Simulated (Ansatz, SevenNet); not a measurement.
GaSe (model structure, started from the beta GaS type, P6₃/mmc, No. 194, 8 atoms in the cell): properties by level of theory

```json
[
 {"level (code)": "SevenNet-0", "equilibrium lattice constant a (Å)": "3.821", "lattice parameter c (Å)": "17.385"},
 {"level (code)": "SevenNet-l3i5", "equilibrium lattice constant a (Å)": "3.819", "lattice parameter c (Å)": "___"},
 {"level (code)": "LDA (Ansatz)", "equilibrium lattice constant a (Å)": "3.711", "lattice parameter c (Å)": "15.743"}
]
```

**Question.** Some entries are withheld; supply them.

**Answer.** 
- SevenNet-l3i5, lattice parameter c (Å): 17.403

Ansatz's density-functional and Hartree–Fock values are scalar-relativistic unless marked +SOC, with PAW data made under PBE.

A model structure was made by putting elements into a prototype or built by hand; here it ended with the formula and space group of a phase in our tables.

Ansatz is a program for electronic structure.
